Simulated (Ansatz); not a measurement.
Defect calculation: C vacancy + C vacancy + B interstitial in diamond

All values below come from PBE, PAW (plane waves to 420 eV; Ansatz, a program for electronic structure). A 2×2×2 supercell of 64 sites was used; the energies come from a 2×2×2 shifted sampling of its zone. Sites at the start: the C site; C 1.55 Å away; midway between the emptied sites. Finite-size correction: monopole term and site-potential alignment. Dielectric constants: PBE linear response of the host. Host gap at this level: 4.13 eV. These values are not converged in cell size to better than tenths of an eV. PBE underestimates the host's gap, which shifts levels and can delocalise carriers. Spin–orbit coupling is left out. Each state is the lowest found from its start.

Formation energies E_f are given with the Fermi level at the valence-band maximum. Chemical conditions: impurity bounded by its compound with the host (Δμ(C) = 0.14 eV, Δμ(B) = -0.16 eV, bounded by B4C (Cm); only phases computed here count, gases as isolated molecules at 0 K). Reference phases: B: alpha boron, C: graphite.

| charge | moment (μB) | point group | largest move off a lattice site (Å) | image correction with alignment (eV) | E_f, impurity bounded by its compound with the host (eV) | above the lowest spin state (eV) |
|---|---|---|---|---|---|---|
| +1† | 0.0 | – | 0.13 | -0.07 | – | 0.00 |
| +1† | not spin-polarised | – | 0.13 | -0.07 | – | 0.00 |
| 0† | fractional | – | 0.11 | 0.00 | 5.33 | 0.00 |
| −1 | 2.0 | C3v | 0.10 | 0.73 | 6.91 | 0.00 |
| −1† | not spin-polarised | – | 0.10 | 0.75 | – | 0.27 |
| −2 | 1.0 | near C3v | 0.10 | 2.20 | 10.19 | 0.00 |

† Not settled in this cell, so no level is given: charge +1: a large or scattered potential alignment; charge 0: fractional moment.

Point groups are those of the whole cell at tolerances of 0.03 and 0.1 Å ("near" where only the looser one holds); none is given for unsettled states.

Starting moments that weren't kept: charge +1 began with 2 μB and ended with 0.0.

Transition levels above the valence-band maximum: ε(−1/−2) = 3.28 eV. With a charge missing or unsettled, these needn't be thermodynamic levels.

Flagged in the runs: a doubtful potential alignment.

All states together cost about 40 core-minutes (a rough figure).
